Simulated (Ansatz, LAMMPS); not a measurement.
# Si well of 13 atomic layers along [001] in random Si0.7Ge0.3, Ge share that oscillates in the well

Cell 16.67 × 16.67 × 55.04 Å, Si579Ge141, 720 atoms. Prepared with Tersoff's 1989 multicomponent potential (SiCGe.tersoff) run with LAMMPS: minimisation. 

These are PBE, support functions at accuracy medium on the grid of 370 eV (norm-conserving potentials; Ansatz, a quantum-chemistry and plane-wave program) values and carry that method's errors.

Basis: localised support functions (accuracy medium) on a full density matrix. k-points: zone centre alone; occupations: Fermi-Dirac, 0.010 eV; spin polarisation not allowed. Scalar-relativistic, no spin-orbit coupling.

* **Kohn-Sham gap of the cell on its k-mesh**: 0.42 eV
* **weight of the highest filled level on the well**: 0.28
* **weight of the lowest empty level on the well**: 0.88
* **coordination (neighbours within 2.856 Å)**: 100.0 % 4-fold
* **Ge-Ge bonds, mean ± spread**: 2.467 ± 0.007 Å
* **Ge-Si bonds, mean ± spread**: 2.425 ± 0.007 Å
* **Si-Si bonds, mean ± spread**: 2.382 ± 0.006 Å
* **bond angles, mean ± spread**: 109.5° ± 1.1°
* **pressure**: -0.90 GPa
* **cost of the final run**: about 30 core-minutes (a rough figure), 14 SCF iterations, 15 GiB
